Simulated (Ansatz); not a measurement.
Results of PBE-D3(BJ) (PAW; Ansatz, an electronic-structure program) for A15 Mo3Si.

Settings: plane-wave cutoff 520 eV, 12×12×12 k mesh, Fermi–Dirac smearing 0.05 eV, no spin polarisation, scalar-relativistic PAW data made under PBE.

Cell (relaxed at this level):

Space group Pm-3n (No. 223); a = 4.857 Å, b = 4.857 Å, c = 4.857 Å, α = 90.00°, β = 90.00°, γ = 90.00°

```json
[
 {"atom": "Si", "site": "2a", "symmetry": "m-3.", "x": "0.0000", "y": "0.0000", "z": "0.0000"},
 {"atom": "Mo", "site": "6c", "symmetry": "-4m.2", "x": "0.0000", "y": "0.5000", "z": "0.2500"}
]
```

Question: Predict the bulk modulus and pressure derivative B′ of the bulk modulus.

Answer: 
bulk modulus: 267 GPa
pressure derivative B′ of the bulk modulus: 4.3

The run finds no gap.

Static lattice: no zero-point or thermal effects.
